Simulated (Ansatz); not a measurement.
Stishovite (SiO2) was calculated with LDA (Ansatz, a program for electronic structure, plane waves, PAW).

Settings: plane-wave cutoff 520 eV, 6×6×10 k mesh (along the axes of the cell as run), perturbation theory, scalar-relativistic PAW data made under PBE.

Cell (measured lattice):

O$_{2}$Si is modelled in the tetragonal space group P4₂/mnm (No. 136), the rutile structure, Pearson symbol tP6. Lattice parameters: a = 4.179 Å, b = 4.179 Å, c = 2.665 Å, α = 90.00°, β = 90.00°, γ = 90.00°. Si on 2a is coordinated by 6 O at 1.757–1.809 Å (octahedral). O on 4f is surrounded by 3 Si at 1.757–1.809 Å (trigonal planar). (Neighbours: up to the widest gap in distance over summed covalent radii, below 1.35, at either atom.)

Question: Predict the high-frequency dielectric constant (mean over three axes) and static dielectric constant (mean over three axes).

Answer: 
- high-frequency dielectric constant (mean over three axes): 3.45
- static dielectric constant (mean over three axes): 10.8

Measured, for comparison: high-frequency dielectric constant 3.27 (temperature not stated, no zero-point or thermal correction, mean of the two values across and the one along c; as tabulated in He et al. (2014), arXiv:1309.4805). Computed (rounded) less measured: high-frequency dielectric constant +6 %.

Note: the cell isn't this level's own, so it is under some stress, which shifts stiffness and frequencies.
